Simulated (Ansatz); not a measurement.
# C under a change: strain tensor (xx, yy, zz, yz, xz, xy) = (+0.05, −0.57, −0.80, −1.62, −0.08, −0.13) %

Take C in the diamond structure (space group Fd-3m, No. 227; a = 3.560 Å) as the base. Axes: x, y, z lie along the cube axes.

One thing is altered: the symmetric strain tensor [0.0005 -0.0013 -0.0008; -0.0013 -0.0057 -0.0162; -0.0008 -0.0162 -0.0080]; the atoms relax in the strained cell.

Calculations: r2SCAN (Ansatz, a program for electronic structure; PAW; 500 eV plane waves; no spin-orbit coupling). Settings: 16×16×16 k-points, 0.05 eV Fermi–Dirac smearing.

The volume per atom drops by 0.076 Å³, from 5.64 Å³ to 5.57 Å³ and the energy rises by 13 meV/atom. The pressure (mean of the normal stresses, compression positive) goes from zero to 6.67 GPa and the band gap drops by 0.15 eV, from 4.36 eV to 4.21 eV. The gap character amounts to indirect, Γ → U–Γ (29 % along) and the smallest direct gap decreases by 0.573 eV, from 5.90 eV to 5.32 eV. The electron mass goes from 1.8 mₑ along k, 0.28 mₑ across (off the special points) to 1.6 mₑ along k, 0.27 mₑ across (off the special points) and the valence-band top at Γ (three highest levels, from the VBM) changes from 0.00, 0.00, 0.00 eV to 0.00, -0.11, -0.20 eV. The valley order (the lowest conduction-band minima on the path, energy above the VBM, named in the base's zone) goes from a point along ⟨100⟩, about 1.3 Å⁻¹ from Γ 4.36 eV to a point along [001], about 1.3 Å⁻¹ from Γ 4.21 eV; a point along [010], about 1.3 Å⁻¹ from Γ 4.27 eV; a point along [100], about 1.4 Å⁻¹ from Γ 4.29 eV; Γ 5.32 eV and the stress (xx, yy, zz, yz, xz, xy; compression positive) is (1.21, 8.25, 10.54, 19.87, 1.01, 1.53) GPa.

Final structure:

```
C
1.0
   -0.00365     1.74125     1.73715
    1.77961    -0.03097     1.76448
    1.77881     1.76777    -0.03017
C
2
Direct
  0.00025   0.99967   0.99968
  0.24975   0.25033   0.25032
```

Cost of the whole job for the changed cell (relaxation, final SCF and bands): roughly 70 core-seconds.

Effective masses come from finite differences of ±0.01 Å⁻¹. Along k means along the line from Γ to the band edge. Whether these cells are dynamically stable was not tested. k-point labels follow each cell's own Brillouin zone.
